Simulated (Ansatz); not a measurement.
The parent structure is BAs in the zinc blende structure (space group F-43m, No. 216; a = 4.809 Å).

All numbers come from PBE, PAW, 420 eV (Ansatz, a first-principles code; without spin-orbit coupling).

Base values:

| Item | Value |
|---|---|
| Valley order | a point along ⟨100⟩, about 1.1 Å⁻¹ from Γ 1.21 eV; L along ⟨111⟩ 2.57 eV |
| Smallest direct gap | 3.26 eV |

Now apply this change: every lattice vector is stretched by 1.50 %; the atoms relax in the strained cell.

Problem. What happens to the valley order?

Solution. The valley order (the lowest conduction-band minima on the path, energy above the VBM, named in the base's zone) becomes a point along ⟨100⟩, about 1.0 Å⁻¹ from Γ 1.25 eV; L along ⟨111⟩ 2.32 eV (base: a point along ⟨100⟩, about 1.1 Å⁻¹ from Γ 1.21 eV; L along ⟨111⟩ 2.57 eV).

Problem. Estimate the effect on the smallest direct gap.

Solution. The smallest direct gap falls by 0.054 eV to 3.20 eV.

Whether these cells are dynamically stable was not tested.
